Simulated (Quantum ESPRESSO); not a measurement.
Quantum ESPRESSO is run on EuSi2 (P6/mmm, 3 atoms in the cell), and the run fails. The aim is a zone-centre phonon calculation with DFT, LDA (PZ), plane waves, SSSP 1.1.2 efficiency (PBE) pseudopotentials.

The self-consistent step had converged with these keywords: prefix = pwscf; ecutwfc = 50 Ry; ecutrho = 400 Ry; occupations = smearing; smearing = mp; degauss = 0.0073499 Ry; nspin = 2; input_dft = pz; potentials = {Si: Si.pbe-n-rrkjus_psl.1.0.0.UPF, Eu: Eu.GGA-PBE-paw-v1.0.UPF}; K_POINTS = automatic 9 9 8 0 0 0. The next shown step is ph.x.

Input:

```fortran
phonons at the zone centre
&INPUTPH
    prefix = 'pwscf'
    outdir = './tmp'
    tr2_ph = 1.0d-14
    fildyn = 'dyn.G'
    niter_ph = 3
/
0.0 0.0 0.0
```

Output, abridged:

```
     Representation #   1 mode #   1

     Self-consistent Calculation

      iter #   1   av.it.:   5.6
      thresh= 1.000E-02 alpha_mix =  0.700 |ddv_scf|^2 =  1.211E-08

      iter #   2   av.it.:  16.2
      thresh= 1.101E-05 alpha_mix =  0.700 |ddv_scf|^2 =  9.794E-10

      iter #   3   av.it.:  16.4
      thresh= 3.130E-06 alpha_mix =  0.700 |ddv_scf|^2 =  3.084E-12
     End of self-consistent calculation

     No convergence has been achieved
   JOB DONE.
STOP 1
```

Task: Diagnose the run.

Result: The fault is an iteration limit that is too low. The loop is cut before its threshold is met, so whatever is printed at the end is not self-consistent. To fix it, raise the limit, or leave it to the default. The run ended unconverged in one of its stages.

On the sound input: the starting cell comes from a database of published, mostly measured structures (it also holds non-ambient and calculated ones), without a prior relaxation at this level. Its lattice was rescaled by a random factor within 2.5 % of one. With one magnetic atom in the cell only a parallel order is possible. With U or open f shells several self-consistent states can exist. The f electrons are in the valence without U or exact exchange, which can misplace them near the Fermi level. Spin-orbit terms, which matter for f shells, are left out. With a pressure of about -5 GPa the cell is away from its equilibrium volume at this level.
